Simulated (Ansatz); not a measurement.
Consider Ti$_{3}$Al (space group P6_3/mmc, No. 194; a = 5.747 Å, c = 4.632 Å).

All numbers come from Ansatz (a program for electronic structure), r2SCAN, PAW, cutoff 500 eV, no SOC.

For the base:

Lattice parameter a: 5.747 Å
Band gap: zero
c/a ratio: 0.806

Perturbation: cell and atoms relaxed at a pressure of 1.8 GPa.

Question: Predict the new lattice parameter a, band gap and c/a ratio.

Answer: The lattice parameter a falls by 0.028 Å (5.747 Å → 5.719 Å); the band gap stays zero; the c/a ratio stays 0.806.

Load acts through the strain it causes; cell and atoms are relaxed under it. Whether these cells are dynamically stable was not tested. All final runs are without spin polarisation.
